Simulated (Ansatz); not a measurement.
Cost and result by functional for the adsorption energy of NH3 on the 1x1 (110) surface of zinc-blende GaAs (cut with top plane As + Ga), one in a 2x1 cell, started at the site 'bridge As-Ga (span 5.0 Å)', in Ansatz (plane waves, PAW). Single points on the PBE structure, on one kind of machine; costs are rough ratios of the slab run's core time (references not counted) to the cheapest single point. r2SCAN's cost holds its higher cutoff (500 against 420 eV). Differences are taken against HSE06 for comparison alone: no measured value is at hand, so the table doesn't rank accuracy. HSE06 ran on a coarser k-mesh, which lowers its cost and may carry part of its shift.

Host crystal: zinc-blende GaAs, with a band gap (PBE, scalar-relativistic without spin-orbit coupling).

Set-up: 24 atoms, 8.6 Å thick at the start under the adsorbate (thin: gaps and levels are the slab's own); mesh 3x4x1; 0.01 eV smearing; dipole correction on; 8 atoms held, the rest relaxed; no symmetry held; no spin, no spin-orbit, no U, no dispersion correction. At the end it is bonded to Ga. In PBE it is, or lies within 0.03 eV of, the lowest of the starts that converged. These notes are the PBE run's. Adsorption energies are against NH3(g). A negative adsorption energy means that the adsorbate is more stable on the surface than in its reference.

```json
[
 {"functional": "RPBE", "relative cost": "1", "adsorption energy (eV)": "-0.69", "less HSE06 (eV)": "0.36"},
 {"functional": "r2SCAN", "relative cost": "2", "adsorption energy (eV)": "-1.16", "less HSE06 (eV)": "-0.11"},
 {"functional": "HSE06", "relative cost": "40", "adsorption energy (eV)": "-1.05", "less HSE06 (eV)": "0.00"},
 {"functional": "PBE (the relaxed run's value)", "relative cost": "–", "adsorption energy (eV)": "-0.94", "less HSE06 (eV)": "0.11"}
]
```

The values span 0.47 eV, while the single points' costs differ by a factor of roughly 40. Differences are of unrounded values.

Ansatz is a first-principles code.
